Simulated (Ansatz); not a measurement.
Here is the system:

End structure of a constructed model of the (110) surface of bcc Nb, a pseudomorphic layer of Ru in the host's stacking (bottom of the slab: a bare face, its two planes held):

```
CELL_PARAMETERS angstrom
      2.86732     0.00000     0.00000
     -0.95577     2.70334     0.00000
      0.00000     0.00000    30.50000
ATOMIC_POSITIONS crystal
  Nb 0.50000 0.50000 0.26283
  Nb 0.00000 0.00000 0.33958
  Nb 0.50000 0.50000 0.41640
  Nb 0.00000 0.00000 0.49316
  Nb 0.50000 0.50000 0.56966
  Nb 0.00000 0.00000 0.64767
  Ru 0.50000 0.50000 0.71104
```

Slab: 7 atoms, 14.5 Å thick at the start; k 14x14x1, smearing 0.1 eV, dipole-corrected; single point; on the structure that PBE left under its start's symmetry; no spin, no spin-orbit, no U. It is one candidate, not shown to be the stable structure of the face.

Q: Estimate the work function of the top face that r2SCAN, at the PBE geometry run with Ansatz (a program for electronic structure) returns for this input.

A: 4.34 eV
